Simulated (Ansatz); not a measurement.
Output of an Ansatz run (abridged):

```
WARN the atoms were moved onto the symmetric positions of the space group found under crystal.symmetry.tolerance 1.0e-5 (fractional …
WARN ansatz: RAYON_NUM_THREADS=1 ignored (pool sized by the plan → 1); use --threads N
Pseudopotentials: kind: paw
Pseudopotential: Y, paw, valence charge 11
Pseudopotential: Cu, paw, valence charge 19
Crystal: 12 atoms, lattice volume = 431.575 Å³
Basis set: ecut = 420 eV, 8461 PW (Γ)
Bands: 128, of which v1, the nominal top of the filled ones, is band 106 counted from 1 (105 counted from 0)
Symmetry: 12 space group operations
Space group: P6mm (ITA 183), of the structure as read, at distance tolerance 7.6e-5 Å
k-points: 5 of 25
PAW frozen core: Y, regenerated for the run's functional, and the local potential with it
PAW frozen core: Cu, regenerated for the run's functional, and the local potential with it
Initial density: superposition of atomic densities (neutral atoms: chi_scale 0, normalization atom), corrected by the library's trained network
Initial wavefunctions: pseudopotential atomic-orbital guess
Eigensolver: davidson
Functional: x = slater, c = lda
SCF iter   1: F=—  HF=-73045.856098 eV  |F-HF|=—  |Δ(HF+E_count)|=         —  Δρ=1.07e-2  dr2=2.97e0  ethr=1.77e-3  ⟨swp⟩=7.0  Hψ=2612  notcnv=0  defer=13
all-band conjugate gradients solve this SCF's bands
preconditioner: auto → LDOS
SCF iter   2: F=—  HF=-73046.155891 eV  |F-HF|=—  |Δ(HF+E_count)|=   3.00e-1  Δρ=2.77e-2  dr2=1.97e0  ethr=1.40e-3  ⟨swp⟩=2.4  Hψ=1098  notcnv=0  defer=33
SCF iter   3: F=—  HF=-73045.821588 eV  |F-HF|=—  |Δ(HF+E_count)|=   3.34e-1  Δρ=1.39e-2  dr2=5.57e-1  ethr=9.30e-4  ⟨swp⟩=2.4  Hψ=904  notcnv=0  defer=33
SCF iter   4: F=—  HF=-73045.719104 eV  |F-HF|=—  |Δ(HF+E_count)|=   1.02e-1  Δρ=3.94e-3  dr2=4.48e-2  ethr=2.63e-4  ⟨swp⟩=2.0  Hψ=1088  notcnv=0  defer=35
SCF iter   5: F=—  HF=-73045.711500 eV  |F-HF|=—  |Δ(HF+E_count)|=   7.60e-3  Δρ=6.90e-4  dr2=1.79e-3  ethr=2.11e-5  ⟨swp⟩=2.0  Hψ=880  notcnv=0  defer=35
SCF iter   6: F=—  HF=-73045.711841 eV  |F-HF|=—  |Δ(HF+E_count)|=   3.41e-4  Δρ=4.24e-4  dr2=6.81e-4  ethr=8.43e-7  ⟨swp⟩=2.6  Hψ=916  notcnv=0  defer=35
SCF iter   7: F=—  HF=-73045.711946 eV  |F-HF|=—  |Δ(HF+E_count)|=   1.05e-4  Δρ=2.34e-4  dr2=2.17e-4  ethr=3.21e-7  ⟨swp⟩=2.0  Hψ=812  notcnv=0  defer=35
SCF iter   8: F=—  HF=-73045.711964 eV  |F-HF|=—  |Δ(HF+E_count)|=   1.82e-5  Δρ=8.21e-5  dr2=4.27e-5  ethr=1.02e-7  ⟨swp⟩=2.0  Hψ=851  notcnv=0  defer=35
SCF iter   9: F=—  HF=-73045.711950 eV  |F-HF|=—  |Δ(HF+E_count)|=   1.42e-5  Δρ=4.36e-5  dr2=8.88e-6  ethr=2.01e-8  ⟨swp⟩=2.0  Hψ=899  notcnv=0  defer=35
SCF iter  10: F=—  HF=-73045.711953 eV  |F-HF|=—  |Δ(HF+E_count)|=   2.76e-6  Δρ=3.43e-5  dr2=4.74e-6  ethr=4.19e-9  ⟨swp⟩=2.0  Hψ=896  notcnv=0  defer=35
SCF iter  11: F=—  HF=-73045.711954 eV  |F-HF|=—  |Δ(HF+E_count)|=   8.24e-7  Δρ=5.47e-6  dr2=1.55e-7  ethr=2.23e-9  ⟨swp⟩=2.0  Hψ=894  notcnv=0  defer=35
SCF iter  12: F=—  HF=-73045.711954 eV  |F-HF|=—  |Δ(HF+E_count)|=   4.50e-7  Δρ=7.39e-6  dr2=1.48e-7  ethr=4.72e-11  ⟨swp⟩=13.6  Hψ=2984  notcnv=0
SCF iter  13: F=-73045.711954 eV  HF=-73045.711954 eV  |F-HF|=1.41e-8  |Δ(HF+E_count)|=   3.14e-8  Δρ=2.20e-6  dr2=1.94e-8  ethr=4.72e-11  ⟨swp⟩=4.8  Hψ=2356  notcnv=0
SCF 1 converged in 13 iterations: F = -73045.711954 eV  dr2 = 1.94e-8
SCF converged after 13 iterations
Free energy (F): -73045.711954 eV
Harris-Foulkes:  -73045.711954 eV  (|F-HF|=1.41e-8)
Internal energy: -73045.460839 eV  (E = F + TS)
E sigma→0 (E₀):  -73045.586397 eV
Entropy (-TS):   -0.251115 eV (-20.926 meV/atom)
Fermi energy:    3.293277 eV
--- Per-component energies (eV) ---
  E_band       = -6503.404086
  E_kinetic    = 3613.703002
  E_local      = -281830.438642  (includes V_loc(G=0)·N_el)
  E_nonlocal   = 4042.950714
  E_hartree    = 136922.225160
  E_xc         = -1229.247245
  E_vxc        = -1545.870039  (∫ρ·V_xc dr)
  E_paw        = -21377.966958  (= ΣΔE_a)
  E_vpaw       = -4628.244272  (= ΣTr[D̂ρ^β])
  E_aug_tail   = 0.002206  (compensation charges beyond the density's cutoff)
  E_ewald      = 86808.155152
  E_core_change = 5.155772  (= ΣΔE_core)
  E_smearing   = -0.251115  (= −TS)
  E_closure    = 0.000000  (closes the sum)
  Σ components = -73045.711954   (vs F -73045.711954, Δ=0.00e0)
--- Forces (eV/Å), atoms counted from 1 ---
  atom   1  Y      0.00000000    -0.00000000    -0.17914036
  atom   2  Cu    -0.00000000     0.00000000    -0.23683655
  atom   3  Cu    -0.00000000    -0.00000000    -0.23683655
  atom   4  Cu     0.00000000     0.00000000     0.52897117
  atom   5  Cu     0.00000000    -0.00000000     0.52897117
  atom   6  Cu    -0.00000000     0.00000000     0.52897117
  atom   7  Y      0.00000000    -0.00000000    -0.52936857
  atom   8  Cu    -0.00000000    -0.00000000    -0.25988162
  atom   9  Cu     0.00000000     0.00000000    -0.25988162
  atom  10  Cu     0.00000000     0.00000000     0.03837973
  atom  11  Cu     0.00000000    -0.00000000     0.03837973
  atom  12  Cu    -0.00000000    -0.00000000     0.03837973
  max |Σ_I F_I| component: 1.07e-4 eV/Å
--- Stress (GPa, compression-positive) ---
       -3.978070       0.000000       0.000000
        0.000000      -3.978070      -0.000000
        0.000000      -0.000000      -2.667317
  P = ⅓ Tr σ = -3.5412 GPa (-35.412 kbar)
  The stress holds the Pulay correction. Without it, at fixed plane waves, as pw.x and ABINIT print it: P = -3.5677 GPa
--- Band table (eV; the first three rows and the last of 5) ---
  k-point 0: bands = ["-108.7562", "-108.7548", "-108.6674", "-108.6574", "-108.6574", "-108.4451", "-108.4441", "-108.2100", "-108.1999", "-108.1999", "-66.5806", "-66.5806", "-66.5776", "-66.5711", "-66.5692", "-66.5692", "-66.5222", "-66.4937", [...]
  k-point 1: bands = ["-108.7561", "-108.7549", "-108.6665", "-108.6583", "-108.6574", "-108.4451", "-108.4442", "-108.2092", "-108.2008", "-108.1999", "-66.5808", "-66.5799", "-66.5748", "-66.5712", "-66.5694", "-66.5689", "-66.5187", "-66.4925", [...]
  k-point 2: bands = ["-108.7558", "-108.7552", "-108.6646", "-108.6602", "-108.6574", "-108.4448", "-108.4444", "-108.2072", "-108.2027", "-108.1999", "-66.5811", "-66.5782", "-66.5725", "-66.5709", "-66.5689", "-66.5684", "-66.5112", "-66.4852", [...]
  k-point 4: bands = ["-108.7557", "-108.7554", "-108.6634", "-108.6614", "-108.6574", "-108.4447", "-108.4445", "-108.2060", "-108.2039", "-108.1999", "-66.5814", "-66.5768", "-66.5739", "-66.5696", "-66.5688", "-66.5681", "-66.5044", "-66.4880", [...]
```

The structure:

```xyz
12
Lattice="4.9877 0.0000 0.0000 -2.4938 4.3195 0.0000 0.0000 0.0000 20.0321" Properties=species:S:1:pos:R:3 pbc="T T T"
Y      0.0000     0.0000     9.0107
Cu     0.0000     2.8796     9.0107
Cu     2.4938     1.4398     9.0107
Cu     2.4938     0.0000     7.0000
Cu     1.2469     2.1597     7.0000
Cu    -1.2469     2.1597     7.0000
Y      0.0000     0.0000    13.0321
Cu     0.0000     2.8796    13.0321
Cu     2.4938     1.4398    13.0321
Cu     2.4938     0.0000    11.0214
Cu     1.2469     2.1597    11.0214
Cu    -1.2469     2.1597    11.0214
```

Problem. Write an input that gives this output.

Solution. Other spellings and defaults could give the same log, and not every line can be read from it. The input that was run (DFT, LDA (PW92), plane waves, default PAW files made with PBE):

Ansatz 0.2 input:
```yaml
# Cu5Y
crystal:
  lattice:
    - [4.987692, 0.000000, 0.000000]
    - [-2.493846, 4.319468, 0.000000]
    - [0.000000, 0.000000, 20.032098]
  atoms:
    - { symbol: Y, position: [0.000000, 0.000000, 0.449813] }
    - { symbol: Cu, position: [0.333333, 0.666667, 0.449813] }
    - { symbol: Cu, position: [0.666667, 0.333333, 0.449813] }
    - { symbol: Cu, position: [0.500000, 0.000000, 0.349439] }
    - { symbol: Cu, position: [0.500000, 0.500000, 0.349439] }
    - { symbol: Cu, position: [0.000000, 0.500000, 0.349439] }
    - { symbol: Y, position: [0.000000, 0.000000, 0.650561] }
    - { symbol: Cu, position: [0.333333, 0.666667, 0.650561] }
    - { symbol: Cu, position: [0.666667, 0.333333, 0.650561] }
    - { symbol: Cu, position: [0.500000, 0.000000, 0.550187] }
    - { symbol: Cu, position: [0.500000, 0.500000, 0.550187] }
    - { symbol: Cu, position: [0.000000, 0.500000, 0.550187] }
basis:
  ecutwfc: 420.0 eV
kpoints:
  mp_grid:
    grid: [5, 5, 1]
hamiltonian:
  xc: lda
  pseudopotentials:
    kind: paw
scf:
  occupations:
    method: fermi_dirac
    width: 0.1 eV
output:
  forces: true
  eigenvalues: true
  stress: true
```

The starting cell comes from a database of computed structures (which also holds hypothetical and non-ambient phases and stackings), without a prior relaxation at this level. The slab is cut from that crystal, and its faces are unrelaxed. Its lattice was rescaled by up to half a per cent. Spin polarisation is off. The two faces of this cut differ, and no dipole correction was used.

Ansatz is a program for electronic structure.
